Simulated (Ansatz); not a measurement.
The reference is BAs (space group P4_2/mnm, No. 136; a = 5.837 Å, c = 3.362 Å; a hypothetical phase, not in the database extracts checked). Axes: x, y, z lie along a, b, c of the conventional cell.

One thing is altered: a pure shear with ε_xz = ε_zx = 0.0015; the atoms relax in the strained cell.

Levels (all Ansatz, a quantum-chemistry and plane-wave program, PAW): PBEsol (420 eV, without spin-orbit coupling); r2SCAN (500 eV, no SOC); HSE06 (420 eV, scalar-relativistic without spin-orbit coupling).

One geometry, relaxed with PBEsol, under each level:

| level | band gap | lowest conduction level above the VBM at special points | pressure |
|---|---|---|---|
| PBEsol | 0.61 eV | Γ 1.08 eV; C₂ 1.09 eV; Y₂ 1.41 eV; E 1.44 eV | 0.00 GPa |
| r2SCAN | ? | ? | ? |
| HSE06 | 1.30 eV | Γ 1.82 eV; C₂ 1.85 eV; Y₂ 2.16 eV | – |

Problem. Give the withheld r2SCAN results.

Solution. 
- r2SCAN, band gap: 0.86 eV
- r2SCAN, lowest conduction level above the VBM at special points: Γ 1.34 eV; C₂ 1.35 eV; Y₂ 1.67 eV; E 1.71 eV
- r2SCAN, pressure: 1.27 GPa

Single points use the geometry relaxed with PBEsol. Their cutoffs differ, which shifts pressures a little. HSE06 gaps are upper bounds (no full band path). Stability against distortions was not tested. k-point labels follow each cell's own Brillouin zone.
